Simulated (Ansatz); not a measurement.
Structures of equal composition on the (111) surface of diamond (C plane on top): (√3x√3)R30° Si adatom at H3; (√3x√3)R30° Si adatom at T4. The slabs share one bottom face, and each structure is named by its start. These are constructed structures in small cells; real faces may alloy, dewet or reconstruct in larger ones, and not all known structures of the face are among them. Slabs of about 9 Å, Fermi-Dirac smearing of 0.025 eV. Bottom of the slabs: H caps. Relaxed from the named starts with such symmetry as they have, on meshes of like density; energies extrapolated to zero smearing; spin only where a row says so; no spin-orbit coupling, no U. Brackets mark spin-polarised runs, whose order is one that fits the cell. Where a second, spin-polarised start was run, the lower counts.

Level of theory: r2SCAN, at the PBE geometry (plane waves to 500 eV, PAW; Ansatz, a program for electronic structure).

Task: Order them by energy per 1x1 cell (lowest first) at the level r2SCAN, at the PBE geometry.

Result: (√3x√3)R30° Si adatom at T4 (0.000 eV [spin, 1.0 μB a cell]), (√3x√3)R30° Si adatom at H3 (0.214 eV [spin, 1.0 μB a cell])
